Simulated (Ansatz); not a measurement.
The parent structure is Mo in the bcc (W type) structure (space group Im-3m, No. 229; a = 3.161 Å; relaxed with 0.1 eV smearing).

Structures relaxed with PBE (Ansatz, a first-principles code), no spin-orbit coupling.

Base:

Simulated powder pattern, Co Kα, λ = 1.79026 Å (kinematic, ideal powder, no thermal factors, no anomalous dispersion; the 8 strongest lines at most, above 2 %, up to 2θ = 90°):

```
2θ (°)  I/Imax (%)    hkl
------  ----------  -----
47.21          100  (110)
68.99           16  (200)
87.83           36  (211)
```

Now apply this change: an isotropic linear strain of +0.50 %, atoms relaxed at fixed cell.

Where do the lines fall after the change?


Simulated powder pattern, Co Kα, λ = 1.79026 Å (kinematic, ideal powder, no thermal factors, no anomalous dispersion; the 8 strongest lines at most, above 2 %, up to 2θ = 90°):

| 2θ (°) | I/Imax (%) | hkl |
|---|---|---|
| 46.96 | 100 | (110) |
| 68.60 | 16 | (200) |
| 87.29 | 36 | (211) |

The indices refer to the base's conventional cell; one index is shown for lines that coincide.

No phonon test of stability was made. All final runs are without spin polarisation.
